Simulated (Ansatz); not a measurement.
Abridged Ansatz (a first-principles code) output:

```
Relaxation: its limit of steps is 50 (relax.max_steps)
Pseudopotential: W, paw, valence charge 14
Pseudopotential: C, paw, valence charge 4
Crystal: 2 atoms, lattice volume = 24.441 Å³
Basis set: ecut = 500 eV, 623 PW (Γ), exchange–correlation on 96×96×96 points (64 copies of the dense FFT grid, shifted against one another)
Bands: 13, of which v1, the nominal top of the filled ones, is band 9 counted from 1 (8 counted from 0)
Symmetry: 12 space group operations
k-points: 616 of 10580 (time reversal used)
Functional: x = r2scan, c = r2scan; τ floored in thin density (d = 2e-4 eV/Å³)
SCF iter   1: F=—  HF=-10648.673785 eV  |F-HF|=—  |Δ(HF+E_count)|=         —  Δρ=8.82e-3  dr2=6.56e-3  dr2_τ=1.05e-1  ethr=1.77e-3  ⟨swp⟩=5.7  Hψ=40901  notcnv=0
SCF iter   2: F=—  HF=-10648.727268 eV  |F-HF|=—  |Δ(HF+E_count)|=   5.35e-2  Δρ=6.17e-3  dr2=4.12e-3  dr2_τ=3.63e-4  ethr=3.65e-5  ⟨swp⟩=2.1  Hψ=18688  notcnv=0
SCF 1 converged in 10 iterations: F = -10648.731243 eV  dr2 = 4.54e-12
relax step   1: F+E_penalty+E_count = -10648.73124335 eV  Δ(F+E_penalty+E_count) = +0.000e0 eV  max|allowed force component| = 1.480e-16 eV/Å  Δτ_max = 0.0000 Å  (10 SCF iters, accepted)
Crystal: 2 atoms, lattice volume = 24.441 Å³
SCF iter   1: F=—  HF=-10648.731243 eV  |F-HF|=—  |Δ(HF+E_count)|=         —  Δρ=1.37e-7  dr2=4.53e-12  dr2_τ=2.47e-13  ethr=1.00e-12  ⟨swp⟩=1.8  Hψ=45690  notcnv=0
SCF iter   2: F=-10648.731243 eV  HF=-10648.731243 eV  |F-HF|=0.00e0  |Δ(HF+E_count)|=  7.28e-12  Δρ=9.25e-8  dr2=2.22e-12  dr2_τ=3.97e-13  ethr=1.00e-12  ⟨swp⟩=3.9  Hψ=20804  notcnv=0
SCF 2 converged in 2 iterations: F = -10648.731243 eV  dr2 = 2.22e-12
SCF converged after 2 iterations
Free energy (F): -10648.731243 eV
Internal energy: -10648.721536 eV  (E = F + TS)
E sigma→0 (E₀):  -10648.726390 eV
Entropy (-TS):   -0.009707 eV (-4.854 meV/atom)
Fermi energy:    16.881261 eV
--- Forces (eV/Å), atoms counted from 1 ---
  atom   1  W      0.00000000     0.00000000     0.00000000
  atom   2  C      0.00000000     0.00000000     0.00000000
--- Stress (GPa, compression-positive) ---
      -43.355164       0.000000       0.000000
        0.000000     -43.355164       0.000000
        0.000000       0.000000     -51.176100
  P = ⅓ Tr σ = -45.9621 GPa (-459.621 kbar)
--- Relaxed structure (1 steps of the walk, 1 accepted, 0 SCFs on fresh bases) ---
  atoms:
    - { symbol: W, position: [-3.700743415524894e-17, 0.0, 0.0] }
    - { symbol: C, position: [0.6666666666666666, 0.3333333333333333, 0.49999999999999994] }
```

Q: What was computed, and what are the main results?

A: WC, 2 atoms in the cell, with Kohn–Sham DFT with the r2SCAN functional, run in Ansatz with PAW and 500 eV plane waves, no spin-orbit coupling. The last SCF converged to F = -10648.731243 eV, or -5324.3656 eV per atom, at a pressure of -45.96 GPa. The total energy compares only with runs of the same code, potentials and settings.

The cells carry an imposed strain or load. Whether these cells are dynamically stable was not tested. All final runs are without spin polarisation. The cell was made from WC (space group P-6m2, No. 187) by this change: isotropic strain +5.47 %.

Keys are those of Ansatz 0.2.
